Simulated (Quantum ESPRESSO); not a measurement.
Quantum ESPRESSO run on MgH₂ (P4_2/mnm, 6 atoms in the cell): self-consistent single point.

Level of theory: LDA (PZ), GBRV 1.5 ultrasoft (LDA) pseudopotentials (plane waves; Quantum ESPRESSO).

```
CELL_PARAMETERS angstrom
      4.52000     0.00000     0.00000
      0.00000     4.52000     0.00000
      0.00000     0.00000     3.02000
ATOMIC_POSITIONS crystal
  Mg 0.00000 0.00000 0.00000
  Mg 0.50000 0.50000 0.50000
  H  0.30400 0.30400 0.00000
  H  0.80400 0.19600 0.50000
  H  0.19600 0.80400 0.50000
  H  0.69600 0.69600 0.00000
```

Reference input (self-consistent single point, DFT, PBE, plane waves, GBRV 1.5 ultrasoft (PBE) pseudopotentials): ecutwfc = 40 Ry; ecutrho = 200 Ry; occupations = smearing; smearing = fermi-dirac; degauss = 0.000734986 Ry; potentials = {Mg: mg_pbe_v1.4.uspp.F.UPF, H: h_pbe_v1.4.uspp.F.UPF}; K_POINTS = automatic 5 5 7 0 0 0; conv_thr = 1e-11 Ry; mixing_beta = 0.4. This run's input differs from it in these lines:

```diff
@@ -25,4 +25,4 @@
 ATOMIC_SPECIES
-Mg    24.3050  mg_pbe_v1.4.uspp.F.UPF
-H      1.0080  h_pbe_v1.4.uspp.F.UPF
+Mg    24.3050  mg_lda_v1.4.uspp.F.UPF
+H      1.0080  h_lda_v1.4.uspp.F.UPF
 ATOMIC_POSITIONS {crystal}
```

Output (repeated stretches shortened):

```
     Self-consistent Calculation

     iteration #  1     ecut=    40.00 Ry     beta= 0.40

     total energy              =    -254.81556165 Ry
     estimated scf accuracy    <       0.54739733 Ry

     iteration #  2     ecut=    40.00 Ry     beta= 0.40

     total energy              =    -254.79376229 Ry
     estimated scf accuracy    <       0.09032883 Ry

     iteration #  3     ecut=    40.00 Ry     beta= 0.40

     total energy              =    -254.80756892 Ry
     estimated scf accuracy    <       0.00203138 Ry

   [... 5 blocks of this kind left out ...]

     iteration #  9     ecut=    40.00 Ry     beta= 0.40

     total energy              =    -254.80778997 Ry
     estimated scf accuracy    <          5.3E-11 Ry

     iteration # 10     ecut=    40.00 Ry     beta= 0.40
     End of self-consistent calculation

     the Fermi energy is     1.8372 ev

!    total energy              =    -254.80778997 Ry
     estimated scf accuracy    <          5.1E-14 Ry
     smearing contrib. (-TS)   =       0.00000000 Ry
     internal energy E=F+TS    =    -254.80778997 Ry

     convergence has been achieved in  10 iterations

     Forces acting on atoms (cartesian axes, Ry/au):

     atom    1 type  1   force =     0.00000000    0.00000000    0.00000000
     atom    2 type  1   force =     0.00000000    0.00000000    0.00000000
     atom    3 type  2   force =     0.00061968    0.00061968    0.00000000
     atom    4 type  2   force =     0.00061968   -0.00061968    0.00000000
     atom    5 type  2   force =    -0.00061968    0.00061968    0.00000000
     atom    6 type  2   force =    -0.00061968   -0.00061968    0.00000000

     Total force =     0.001753     Total SCF correction =     0.000000

          total   stress  (Ry/bohr**3)                   (kbar)     P=      -27.88
  -0.00017601   0.00000000   0.00000000          -25.89        0.00        0.00
   0.00000000  -0.00017601   0.00000000            0.00      -25.89        0.00
   0.00000000   0.00000000  -0.00021654            0.00        0.00      -31.85

   JOB DONE.
```

The run converged in 10 iterations. Against the reference run the pressure goes from -0.23 to -2.79 GPa, the largest force goes from 0.016 to 0.023 eV/Å and the gap on the mesh goes from 3.928 to 3.578 eV.

The starting cell has typed, rounded lattice constants, without a prior relaxation at this level.
